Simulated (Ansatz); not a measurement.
Consider Ti in the hcp (Mg type) structure (space group P6_3/mmc, No. 194; a = 2.940 Å, c = 4.654 Å; relaxed with 0.1 eV smearing). Axes: x lies along a and z along c of the hexagonal cell.

Computed with PBE, PAW, 420 eV (Ansatz, a first-principles code; scalar-relativistic without spin-orbit coupling).

For the base:

The shortest interatomic distance is 2.880 Å.

It is then changed as follows: the cell is stretched by 2.50 % along z with no lateral relaxation, atoms relaxed at fixed cell.

Q: What does the calculation give for the stress, shortest interatomic distance and energy relative to the base after the change?

A: The stress (xx, yy, zz, yz, xz, xy; compression positive) amounts to (-1.8, -1.8, -4.4, 0.0, 0.0, 0.0) GPa; the shortest interatomic distance goes up by 0.047 Å, from 2.880 Å to 2.927 Å; the energy goes up by 6.0 meV/atom.

The cells carry an imposed strain or load. No phonon test of stability was made. All final runs are without spin polarisation.
